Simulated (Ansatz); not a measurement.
1T (CdI2-type) MnBr₂, treated with PBE0 (PAW; Ansatz, a quantum-chemistry and plane-wave program).

Settings: plane-wave cutoff 500 eV, 6×6×4 k mesh (along the axes of the cell as run), gaussian smearing 0.02 eV, spin-polarised start, scalar-relativistic PAW data made under PBE.

Cell (relaxed with r²SCAN):

```
CELL_PARAMETERS angstrom
      3.86937     0.00000     0.00000
     -1.93468     3.35097     0.00000
      0.00000     0.00000     6.51834
ATOMIC_POSITIONS crystal
  Mn 0.00000 0.00000 0.00000
  Br 0.33333 0.66667 0.23132
  Br 0.66667 0.33333 0.76868
```

Give the computed band gap.


* **band gap**: 4.83 eV (on the SCF k mesh)

Note: the magnetic order was assumed, not searched for or taken from measurement; the cell comes from a level without a dispersion term, which matters for the spacing of layers, chains or molecules; cell and atoms aren't relaxed at this level (pressure 0.6 GPa); the cell has widely spaced layers and the level no dispersion term, so their spacing and the moduli can rest on weak binding.

Spin–orbit coupling is not included.

Static lattice: no zero-point or thermal effects.
